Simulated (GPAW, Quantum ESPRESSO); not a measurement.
A GPAW input for a self-consistent single point of FePt (P4/mmm, 2 atoms in the cell) (DFT PBE, plane waves, GPAW PAW datasets PBE (gpaw-data 1.0.1)):

```python
from ase import Atoms
from ase.units import GPa
from gpaw import GPAW, PW, FermiDirac

atoms = Atoms(['Fe', 'Pt'],
              cell=[[2.793745, 0.000000, 0.000000],
                    [0.000000, 2.793745, 0.000000],
                    [0.000000, 0.000000, 3.827430]],
              scaled_positions=[[0.000000, 0.000000, 0.000000],
                                [0.500000, 0.500000, 0.500000]],
              pbc=True)

atoms.set_initial_magnetic_moments([4.0, 1.0])

calc = GPAW(spinpol=True,
            mode=PW(800),
            xc='PBE',
            kpts={'size': (12, 12, 9), 'gamma': True},
            occupations=FermiDirac(0.136),
            nbands=-8,
            symmetry={'symmorphic': False, 'tolerance': 0.0005},
            maxiter=120)

atoms.calc = calc

energy = atoms.get_potential_energy()
print('Energy (eV):', round(energy, 6))
forces = atoms.get_forces()
print('Forces (eV/Ang):')
print(forces.round(5))
stress = atoms.get_stress()
print('Stress (GPa, Voigt):', (stress / GPa).round(4))
```

Question: Give the Quantum ESPRESSO input for the same structure, mesh, smearing and functional.

Answer: This is the input that was run; spellings and numerical settings could be chosen otherwise.

```fortran
&CONTROL
  calculation = 'scf'
  prefix = 'scf'
  outdir = './out'
  pseudo_dir = './'
  verbosity = 'high'
  tprnfor = .true.
  tstress = .true.
/
&SYSTEM
  ibrav = 0
  nat = 2
  ntyp = 2
  ecutwfc = 50
  ecutrho = 400
  occupations = 'smearing'
  smearing = 'fermi-dirac'
  degauss = 0.0099958
  nspin = 2
  starting_magnetization(1) = 0.250
  starting_magnetization(2) = 0.062
/
&ELECTRONS
  conv_thr = 1e-10
  mixing_beta = 0.4
/
ATOMIC_SPECIES
Fe    55.8450  fe_pbe_v1.5.uspp.F.UPF
Pt   195.0840  pt_pbe_v1.4.uspp.F.UPF
ATOMIC_POSITIONS {crystal}
Fe    0.00000000    0.00000000    0.00000000
Pt    0.50000000    0.50000000    0.50000000
K_POINTS {automatic}
12 12 9  0 0 0
CELL_PARAMETERS {angstrom}
   2.79374500     0.00000000     0.00000000
   0.00000000     2.79374500     0.00000000
   0.00000000     0.00000000     3.82743000
```

Basis settings and potentials, where a program has them, do not carry over. This input uses DFT, PBE, plane waves, GBRV 1.5 ultrasoft (PBE) pseudopotentials. Both were run: pressure -10.23 GPa in GPAW and -10.58 in Quantum ESPRESSO; size of the net moment 1.71 μB/atom in GPAW and 1.73 in Quantum ESPRESSO.

On Quantum ESPRESSO: the starting cell comes from a database of computed structures (which also holds hypothetical and non-ambient phases and stackings), without a prior relaxation at this level. Its lattice was rescaled by a random factor within 2.5 % of one. The magnetic order is the one reached from the typed start; others were not searched systematically. With a pressure of about -11 GPa the cell is away from its equilibrium volume at this level.

On GPAW: the starting cell comes from a database of computed structures (which also holds hypothetical and non-ambient phases and stackings), without a prior relaxation at this level. Its lattice was rescaled by a random factor within 2.5 % of one. The magnetic order is the one reached from the typed start; others were not searched systematically. With a pressure of about -10 GPa the cell is away from its equilibrium volume at this level.
